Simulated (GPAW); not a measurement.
A user runs GPAW on MgAl2Sn2 (P-3m1, 5 atoms in the cell) and asks whether the run is sound. The aim is a self-consistent single point with DFT PBEsol, plane waves, GPAW PAW datasets PBEsol (made by gpaw-setup).

Cell that was meant: a = 4.3904 Å, b = 4.3904 Å, c = 7.1100 Å, α = 90.00°, β = 90.00°, γ = 120.00°.

Part of the input:

```python
                    [-2.195182, 3.802166, 0.000000],
                    [0.000000, 0.000000, 7.109970]],
              scaled_positions=[[0.000000, 0.000000, 0.000000],
                                [2.195184, 1.267387, 2.664675],
                                [-0.000003, 2.534779, 4.445295],
                                [2.195184, 1.267387, 5.462021],
                                [-0.000003, 2.534779, 1.647949]],
              pbc=True)

calc = GPAW(mode={'name': 'pw', 'ecut': 850},
```

The program printed (abridged):

```
Input parameters:
  convergence: {density: 1e-05,
                energy: 1e-05}
  kpts: {gamma: True,
         size: (6, 6, 3)}
   [... lines left out ...]
   4 Sn    -5.564314    9.637651   11.716868    ( 0.0000,  0.0000,  0.0000)

Unit cell:
           periodic     x           y           z      points  spacing
  1. axis:    yes    4.390363    0.000000    0.000000    30     0.1267
  2. axis:    yes   -2.195182    3.802166    0.000000    30     0.1267
  3. axis:    yes    0.000000    0.000000    7.109970    48     0.1481

  Lengths:   4.390363   4.390363   7.109970
  Angles:   90.000000  90.000000 120.000005

Effective grid spacing dv^(1/3) = 0.1401
     iter     time        total  log10-change:
                         energy   eigst   dens
iter:   1 --:--:--    43.636997
iter:   2 --:--:--    43.901267   -0.14  -1.08
iter:   3 --:--:--    44.277978   -1.07  -1.12
iter:   4 --:--:--    46.168787   -0.98  -1.15
iter:   5 --:--:--    46.618523   -1.05  -1.42
   [... 16 lines left out ...]
iter:  22 --:--:--    46.914838   -4.07  -2.55
iter:  23 --:--:--    46.915057   -4.27  -2.59
iter:  24 --:--:--    46.916228   -4.33  -2.66
iter:  25 --:--:--    46.916358   -5.22  -3.06
iter:  26 --:--:--    46.916430c  -5.71  -3.13
iter:  27 --:--:--    46.916433c  -6.13  -3.23
iter:  28 --:--:--    46.916490c  -5.54  -3.25
iter:  29 --:--:--    46.916510c  -6.13  -3.42
iter:  30 --:--:--    46.916533c  -5.73  -3.50
iter:  31 --:--:--    46.916539c  -6.82  -3.68
iter:  32 --:--:--    46.916561c  -6.40  -3.72
iter:  33 --:--:--    46.916564c  -7.17  -3.83
iter:  34 --:--:--    46.916564c  -6.54  -3.87
iter:  35 --:--:--    46.916564c  -7.50c -4.48
iter:  36 --:--:--    46.916564c  -8.05c -4.54
iter:  37 --:--:--    46.916563c  -8.15c -4.64
iter:  38 --:--:--    46.916564c  -9.05c -4.96
iter:  39 --:--:--    46.916564c  -9.04c -5.06c
Converged after 39 iterations.

Dipole moment: (-5.145912, -3.018559, -0.211891) |e|*Ang

Energy contributions relative to reference atoms: (reference = -354489.747476)

Kinetic:       +417.295003
Potential:     -308.085497
External:        +0.000000
XC:             -61.946689
Entropy (-ST):   -0.001064
Local:           -0.345543
SIC:             +0.000000
--------------------------
Free energy:    +46.916210
Extrapolated:   +46.916564

Showing only first 2 kpts
 Kpt  Band  Eigenvalues  Occupancy
  0    20      3.55238    2.00000
  0    21      6.42086   -0.00000
  0    22      6.81240   -0.00000
  0    23      7.95999   -0.00000

  1    20      3.55872    2.00000
  1    21      4.83596    2.00000
  1    22      6.80207   -0.00000
  1    23      7.72041   -0.00000

   [... lines left out ...]
Fermi level: 5.78921
No gap
   [... lines left out ...]
  0 Mg   -0.07626   -0.36396    1.03529
  1 Al   22.49156  -15.02232   71.92815
  2 Al  -22.33492   15.37713  -72.72176
  3 Sn   29.19151  -20.17497  -76.97671
  4 Sn  -29.27203   20.18425   76.73652

Stress tensor:
    -0.646357     0.446451     0.036790
     0.446451    -0.347943    -0.020324
     0.036790    -0.020324    -1.793426
Stress (GPa, Voigt): [-103.5578  -55.7466 -287.3386   -3.2563    5.8945   71.5294]
```

Can these results be used? Check the input.

The run is not sound. The fault is fractional and Cartesian coordinates mixed up. The same three numbers mean different points as fractional and as Cartesian coordinates. To fix it, make label and numbers agree, by changing either. The run converged in 39 iterations without an error; against the sound input the free energy rises by 13.1 eV/atom, the pressure goes from 0.62 to 148.9 GPa and the largest force goes from 0.303 to 84.76 eV/Å.

An input that runs soundly differs in these lines (not the only fix; some lines may just follow from the change or write a value another way):
```diff
-                                [2.195184, 1.267387, 2.664675],
-                                [-0.000003, 2.534779, 4.445295],
-                                [2.195184, 1.267387, 5.462021],
-                                [-0.000003, 2.534779, 1.647949]],
+                                [0.666667, 0.333333, 0.374780],
+                                [0.333333, 0.666667, 0.625220],
+                                [0.666667, 0.333333, 0.768220],
+                                [0.333333, 0.666667, 0.231780]],
```

With that input, the run converged in 25 iterations: free energy E − TS (from the program's reference atoms) -18.6624 eV; Fermi level (on the code's own zero) 5.62 eV; pressure 0.62 GPa; largest force (vector length) 0.303 eV/Å (DFT PBEsol, plane waves, GPAW PAW datasets PBEsol (made by gpaw-setup)).

On the sound input: the starting cell comes from a database of computed structures (which also holds hypothetical and non-ambient phases and stackings), without a prior relaxation at this level. Its lattice was rescaled by a random factor within 2.5 % of one.
